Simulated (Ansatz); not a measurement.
**C: Li interstitial (started 1.46 Å from the nearest host atom)**

Take an 8-atom supercell of C in the diamond structure (space group Fd-3m, No. 227; a = 3.572 Å) at its relaxed geometry as the base.

One thing is altered: a neutral Li interstitial (started 1.46 Å from the nearest host atom), atoms relaxed at fixed cell, starting from a slightly rattled geometry.

Calculations: DFT with PBE, PAW potentials and a 420 eV plane-wave cutoff in Ansatz (an electronic-structure program), scalar-relativistic without spin-orbit coupling, earlier PAW set. k-mesh 7×7×7 (Γ-centred); smearing 0.01 eV (Fermi–Dirac).

The largest displacement of a host atom from its site in the perfect cell amounts to 0.07 Å and the final site of the added atom is 10 C at 1.62–1.79 Å.

The magnetic state is the one reached from the starting moments; the real material's order can differ, and small cells can't hold many antiferromagnetic ones. In so small a cell the defect repeats every few ångströms: this is an ordered compound, not a dilute defect. Seeded moments were not kept for Li interstitial (started 1.46 Å from the nearest host atom). The defect cell is spin-polarised and ends with 0.0 μB.
